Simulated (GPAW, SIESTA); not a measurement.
A SIESTA input for a self-consistent single point of MgPt7 (Fm-3m, 8 atoms in the cell) (DFT, GGA PBEsol, numerical atomic orbitals DZP, PseudoDojo PBEsol standard norm-conserving potentials (rewritten from UPF to PSML)):

```
# files in the folder: Mg.psml Pt.psml (PseudoDojo PBEsol standard)
SystemName  MgPt7
SystemLabel siesta

NumberOfAtoms                8
NumberOfSpecies              2
%block ChemicalSpeciesLabel
  1 12 Mg
  2 78 Pt
%endblock ChemicalSpeciesLabel
LatticeConstant              1.0 Bohr
%block LatticeVectors
     0.000000000    7.290174105    7.290174105
     7.290174105    0.000000000    7.290174105
     7.290174105    7.290174105    0.000000000
%endblock LatticeVectors
AtomicCoordinatesFormat      Ang
%block AtomicCoordinatesAndAtomicSpecies
     0.000000000    0.000000000    0.000000000  1
     0.000000000    1.928897000    1.928897000  2
     1.928897000    3.857794000    1.928897000  2
     3.857794000    1.928897000    1.928897000  2
     1.928897000    0.000000000    1.928897000  2
     1.928897000    1.928897000    3.857794000  2
     1.928897000    1.928897000    0.000000000  2
     3.857794000    3.857794000    3.857794000  2
%endblock AtomicCoordinatesAndAtomicSpecies

XC.functional                GGA
XC.authors                   PBEsol
PAO.BasisSize                DZP
PAO.EnergyShift              0.01 Ry
MeshCutoff                   400 Ry
%block kgrid.MonkhorstPack
    6   0   0  0.0
    0   6   0  0.0
    0   0   6  0.0
%endblock kgrid.MonkhorstPack
OccupationFunction           MP
OccupationMPOrder            0
ElectronicTemperature        0.272 eV

MaxSCFIterations             150
SCF.Mixer.Method             Pulay
SCF.Mixer.Weight             0.2
SCF.Mixer.History            8
SCF.DM.Tolerance             1.0E-04
Diag.ParallelOverK           true
WriteForces                  true
```

Question: Translate this input to GPAW.

Answer: One input that does it (others would too):

```python
from ase import Atoms
from ase.units import GPa
from gpaw import GPAW

atoms = Atoms(['Mg', 'Pt', 'Pt', 'Pt', 'Pt', 'Pt', 'Pt', 'Pt'],
              cell=[[0.000000, 3.857794, 3.857794],
                    [3.857794, 0.000000, 3.857794],
                    [3.857794, 3.857794, 0.000000]],
              scaled_positions=[[0.000000, 0.000000, 0.000000],
                                [0.500000, 0.000000, 0.000000],
                                [0.500000, 0.000000, 0.500000],
                                [0.000000, 0.500000, 0.500000],
                                [0.000000, 0.500000, 0.000000],
                                [0.500000, 0.500000, 0.000000],
                                [0.000000, 0.000000, 0.500000],
                                [0.500000, 0.500000, 0.500000]],
              pbc=True)

calc = GPAW(mode={'name': 'pw', 'ecut': 800},
            xc='PBEsol',
            kpts={'size': (6, 6, 6), 'gamma': True},
            occupations={'name': 'methfessel-paxton', 'width': 0.272, 'order': 0},
            nbands=-14,
            symmetry={'symmorphic': False, 'tolerance': 0.0005},
            maxiter=120,
            txt='-')

atoms.calc = calc

energy = atoms.get_potential_energy()
print('Energy (eV):', round(energy, 6))
forces = atoms.get_forces()
print('Forces (eV/Ang):')
print(forces.round(5))
stress = atoms.get_stress()
print('Stress (GPa, Voigt):', (stress / GPa).round(4))
```

Basis, cutoffs, solver keys and any potentials are the target program's own. This input uses DFT PBEsol, plane waves, GPAW PAW datasets PBEsol (made by gpaw-setup). Both were run: pressure 11.14 GPa in SIESTA and 12.45 in GPAW.

On GPAW: the starting cell comes from a database of computed structures (which also holds hypothetical and non-ambient phases and stackings), without a prior relaxation at this level. For this run, on top of that: lattice scaled by 0.98. Spin polarisation is off. With a pressure of about 12 GPa the cell is away from its equilibrium volume at this level.

On SIESTA: the starting cell comes from a database of computed structures (which also holds hypothetical and non-ambient phases and stackings), without a prior relaxation at this level. For this run, on top of that: lattice scaled by 0.98. Spin polarisation is off. Values carry the incompleteness of an atom-centred basis. With a pressure of about 11 GPa the cell is away from its equilibrium volume at this level.
